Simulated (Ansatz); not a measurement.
We consider TiSi₂ (Fddd, No. 70), described by LDA (PAW; Ansatz, an electronic-structure program).

Numerical settings: plane-wave cutoff 520 eV, 16×16×16 k mesh, Fermi–Dirac smearing 0.058 eV (set by the program), no spin polarisation, scalar-relativistic PAW data made under PBE.

Cell (relaxed at this level):

```cif
data_Si4Ti2
_chemical_formula_sum 'Ti2 Si4'
_space_group_name_H-M_alt 'P 1'
_space_group_IT_number 1
_cell_length_a 5.85560
_cell_length_b 4.83653
_cell_length_c 4.69768
_cell_angle_alpha 75.767
_cell_angle_beta 53.189
_cell_angle_gamma 51.044
loop_
_space_group_symop_operation_xyz
  'x, y, z'
loop_
_atom_site_label
_atom_site_type_symbol
_atom_site_fract_x
_atom_site_fract_y
_atom_site_fract_z
_atom_site_occupancy
Ti1 Ti 0.00000 0.00000 0.00000 1
Ti2 Ti 0.25000 0.25000 0.25000 1
Si1 Si 0.66427 0.33573 0.66427 1
Si2 Si 0.33573 0.66427 0.33573 1
Si3 Si 0.58573 0.91427 0.58573 1
Si4 Si 0.91427 0.58573 0.91427 1
```

### Question
Estimate the Voigt–Reuss–Hill bulk modulus, Voigt–Reuss–Hill shear modulus (Hill average), Young modulus and Poisson ratio that the calculation returns.

### Answer

- Voigt–Reuss–Hill bulk modulus = 159 GPa
- Voigt–Reuss–Hill shear modulus (Hill average) = 126 GPa
- Young modulus = 300 GPa
- Poisson ratio = 0.186

Elastic constants are with the ions relaxed.

The result took roughly 2.3 core-hours.
